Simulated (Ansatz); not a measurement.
Pressure series in BP

Base system: BP in the zinc blende structure (space group F-43m, No. 216; a = 4.548 Å).

Cell and atoms are relaxed at each pressure.

Level of theory: PBE, PAW, 420 eV (Ansatz, an electronic-structure program; no SOC).

Candidates:
(a) pressure 0.9 GPa
(b) pressure 15 GPa
(c) pressure 2.1 GPa
(d) pressure 22.5 GPa
(e) pressure 4.5 GPa

Base values:

| Item | Result |
|---|---|
| Width of the top valence band | 5.43 eV |

Task: Order them by width of the top valence band, lowest first.

Result: (a) pressure 0.9 GPa (5.46 eV), (c) pressure 2.1 GPa (5.50 eV), (e) pressure 4.5 GPa (5.58 eV), (b) pressure 15 GPa (5.90 eV), (d) pressure 22.5 GPa (6.10 eV)

The levels and masses belong to the bands next to the band gap. Load acts through the strain it causes; cell and atoms are relaxed under it. Stability against distortions was not tested. No other phases were tried under pressure.
